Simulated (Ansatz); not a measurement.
Functionals compared on a constructed model of the (110) surface of bcc Fe, ferromagnetic, a pseudomorphic layer of Ge in the host's stacking (bottom of the slab: a bare face, its two planes held), in Ansatz (plane waves, PAW). The structure was relaxed with PBE; the other rows are single points on it. Cutoff 420 eV.

Model: 7-atom slab, 12.2 Å thick at the start, 16x16x1 mesh, Fermi-Dirac 0.1 eV, dipole correction, 2 atoms held, the rest relaxed; symmetry of the start imposed; spin-polarised, ending with about 13.4 μB a cell; orders that need a larger cell were not tried, no spin-orbit, no U. It is one candidate, not shown to be the stable structure of the face. These notes are the PBE run's.

```tsv
functional	work function of the top face (eV)	magnetic moment of the cell (μB)	rough cost of the single point
PBE	4.26	13.40	–
RPBE	(withheld)	13.57	about 2.6 core-minutes (a rough figure)
```

### Question
Some entries are withheld; supply them.

### Answer

- RPBE, work function of the top face (eV): 4.16

Ansatz is a program for electronic structure.
